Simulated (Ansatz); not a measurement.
The reference is WC (space group P-6m2, No. 187; a = 2.884 Å, c = 2.812 Å; relaxed with 0.1 eV smearing). Axes: x lies along a and z along c of the hexagonal cell.

The values are results of Ansatz (a program for electronic structure), LDA, PAW, cutoff 420 eV, no spin-orbit coupling, not measurements.

For the base:

| Item | Value |
|---|---|
| Pressure | 0.0 GPa |
| Volume per atom | 10.13 Å³ |

Now apply this change: biaxial strain +2.00 %, plane normal [001], relaxed out of plane (Cartesian); in-plane vectors clamped, the third vector and the atoms free.

Task: What does the calculation give for the pressure after the change?

Result: The pressure (mean of the normal stresses, compression positive) goes from zero to -11.4 GPa.

Task: What does the calculation give for the volume per atom after the change?

Result: The volume per atom grows by 0.33 Å³, from 10.13 Å³ to 10.46 Å³.

Whether these cells are dynamically stable was not tested. All final runs are without spin polarisation.
